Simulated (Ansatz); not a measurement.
Worked example: self-consistent single point of Pt (Fm-3m, 1 atom in the cell) in Ansatz (a first-principles code).

Computed with PBEsol, default PAW files made with PBE (plane waves; Ansatz).

```xyz
1
Lattice="0.0000 1.9600 1.9600 1.9600 0.0000 1.9600 1.9600 1.9600 0.0000" Properties=species:S:1:pos:R:3 pbc="T T T"
Pt     0.0000     0.0000     0.0000
```

Reference input (self-consistent single point, DFT, PBE, plane waves, default PAW files): kpoints.mp_grid.grid = 12 12 12; hamiltonian.xc = pbe; hamiltonian.pseudopotentials = {kind: paw} (the program's default PAW files); scf.occupations.method = gaussian; scf.occupations.width = 0.01 Ry. This run's input differs from it in these lines:

Ansatz 0.2 input:
```diff
@@ -10,3 +10,3 @@
 hamiltonian:
-  xc: pbe
+  xc: pbesol
   pseudopotentials: { kind: paw }
```

Log, with long lists cut:

```
SCF iter   1: F=—  HF=-12383.831471 eV  |F-HF|=—  |Δ(HF+E_count)|=         —  Δρ=6.09e-3  dr2=4.23e-3  ethr=1.77e-3  ⟨swp⟩=5.0  Hψ=5073  notcnv=0
all-band conjugate gradients solve this SCF's bands
preconditioner: auto → none
SCF iter   2: F=—  HF=-12383.830478 eV  |F-HF|=—  |Δ(HF+E_count)|=   9.93e-4  Δρ=2.72e-3  dr2=7.36e-4  ethr=2.35e-5  ⟨swp⟩=1.4  Hψ=1596  notcnv=0
SCF iter   3: F=—  HF=-12383.830350 eV  |F-HF|=—  |Δ(HF+E_count)|=   1.28e-4  Δρ=3.55e-4  dr2=5.30e-6  ethr=4.09e-6  ⟨swp⟩=2.0  Hψ=1262  notcnv=0
SCF iter   4: F=—  HF=-12383.830355 eV  |F-HF|=—  |Δ(HF+E_count)|=   5.40e-6  Δρ=5.86e-5  dr2=1.50e-7  ethr=2.95e-8  ⟨swp⟩=2.4  Hψ=1434  notcnv=0
iter 5 did not close the SCF: its close was put off for the readings that it lacked (scf_convergence_deferred on its scf_iter line)
SCF iter   5: F=-12383.830355 eV  HF=-12383.830355 eV  |F-HF|=3.84e-9  |Δ(HF+E_count)|=   7.63e-8  Δρ=7.73e-6  dr2=6.62e-9  ethr=8.32e-10  ⟨swp⟩=2.1  Hψ=1523  notcnv=0
SCF iter   6: F=-12383.830355 eV  HF=-12383.830355 eV  |F-HF|=4.00e-11  |Δ(HF+E_count)|=   1.04e-9  Δρ=8.63e-7  dr2=6.83e-11  ethr=3.68e-11  ⟨swp⟩=2.0  Hψ=2891  notcnv=0
SCF 1 converged in 6 iterations: F = -12383.830355 eV  dr2 = 6.83e-11
Free energy (F): -12383.830355 eV
Internal energy: -12383.812966 eV  (E = F + TS)
E sigma→0 (E₀):  -12383.821661 eV
Entropy (-TS):   -0.017389 eV (-17.389 meV/atom)
Fermi energy:    23.299700 eV
--- Forces (eV/Å), atoms counted from 1 ---
  atom   1  Pt    -0.00000000    -0.00000000     0.00000000
--- Stress (GPa, compression-positive) ---
       -0.221068       0.000000      -0.000000
        0.000000      -0.221068       0.000000
        0.000000       0.000000      -0.221068
  P = ⅓ Tr σ = -0.2211 GPa (-2.211 kbar)
  The stress holds the Pulay correction. Without it, at fixed plane waves, as pw.x and ABINIT print it: P = -0.2850 GPa
```

The run converged in 6 iterations. Against the reference run the pressure goes from 10.68 to -0.22 GPa.

The starting cell has typed, rounded lattice constants, without a prior relaxation at this level. Spin polarisation is off. Ansatz's pressure includes its estimate of the finite-basis (Pulay) stress.
